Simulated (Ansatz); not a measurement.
Functionals compared on a constructed model of the (111) surface of fcc Rh, a pseudomorphic layer of In in the host's stacking (bottom of the slab: a bare face, its two planes held), in Ansatz (plane waves, PAW). The structure was relaxed with PBE; the other rows are single points on it. Cutoff 420 eV (500 eV for r2SCAN).

Model: 7-atom slab, 13.6 Å thick at the start with caps and adatoms (thin: gaps and levels are the slab's own), 16x16x1 mesh, Fermi-Dirac 0.1 eV, dipole correction, 2 atoms held, the rest relaxed; held to the start's symmetry, so lower structures may exist; no spin, no spin-orbit, no U. In PBE it lies 0.01 eV a 1x1 cell over the lowest computed structure of the same composition (a pseudomorphic layer of In in the other hollow). These notes are the PBE run's.

| functional | work function of the top face (eV) | rough cost of the single point |
|---|---|---|
| PBE | 3.68 | – |
| RPBE | 3.54 | roughly 17 core-seconds |
| r2SCAN | … | very roughly 40 core-seconds |

What belongs in the gaps?


- r2SCAN, work function of the top face (eV): 3.73

Ansatz is a first-principles code.
